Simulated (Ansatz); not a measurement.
# SiSe2, pressure series

Start from SiSe₂ (space group Ibam, No. 72; a = 6.3014 Å, b = 9.3016 Å, c = 5.8556 Å; made of chains).

Cell and atoms are relaxed at each pressure.

Calculations: plane-wave PAW DFT at the PBEsol level (Ansatz, a program for electronic structure, 420 eV), no SOC.

For the base:

| Property | Value |
|---|---|
| Band gap | 1.65 eV |

Question: The aim is a band gap between 1.21 eV and 1.29 eV. Which of these changes reaches it?
A) pressure 2.1 GPa
B) pressure 15 GPa
C) pressure 4.5 GPa
D) pressure 30 GPa

Answer: A, pressure 2.1 GPa. It gives 1.23 eV; pressure 15 GPa gives 0.46 eV; pressure 4.5 GPa gives 1.01 eV; pressure 30 GPa gives zero. Changes not listed may reach it too

The mesh was chosen for an insulator and is coarse for the gapless case. Load acts through the strain it causes; cell and atoms are relaxed under it. Stability against distortions was not tested. Competing high-pressure phases were not computed. All final runs are without spin polarisation. No dispersion term is included in the PBEsol runs. The zero or small gap of SiSe2 under pressure 30 GPa can change with the level of theory.
